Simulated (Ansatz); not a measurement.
The starting structures come from a database of crystals and need not be the phases stable at ambient conditions.

 Where the default PAW files enter, the runs use the earlier of Ansatz's two default sets.

The decay constant κ of evanescent states in the gap governs leakage through a thin film.

Data:

```
CELL_PARAMETERS angstrom
      5.67755     0.00000     0.00000
      0.00000     5.67755     0.00000
      2.83878    -2.83878     4.01464
ATOMIC_POSITIONS crystal
  Sr 0.75000 0.75000 0.50000
  Sr 0.25000 0.25000 0.50000
  Mg 0.50000 0.50000 0.00000
  W  0.00000 0.00000 0.00000
  O  0.24268 0.75732 0.00000
  O  0.75732 0.24268 0.00000
  O  0.24268 0.24268 0.00000
  O  0.75732 0.75732 0.00000
  O  0.24268 0.75732 0.51464
  O  0.75732 0.24268 0.48536
```

Space group of this cell: Fm-3m. The cell is taken as given; by PBEsol its mean pressure is -8.5 GPa.

Transport runs along the normal of the first two printed cell vectors, the (001) plane of the conventional cell.

No gap correction and no spin-orbit coupling; mid-gap values are interpolated between computed energies.

Q: Compute, with PBEsol (Ansatz, a program for electronic structure), the band gap and the smallest decay constant κ at mid-gap.

A: Gap 2.70 eV on a 8×8×8 mesh; κ = 0.378 1/Å, at the zone centre.
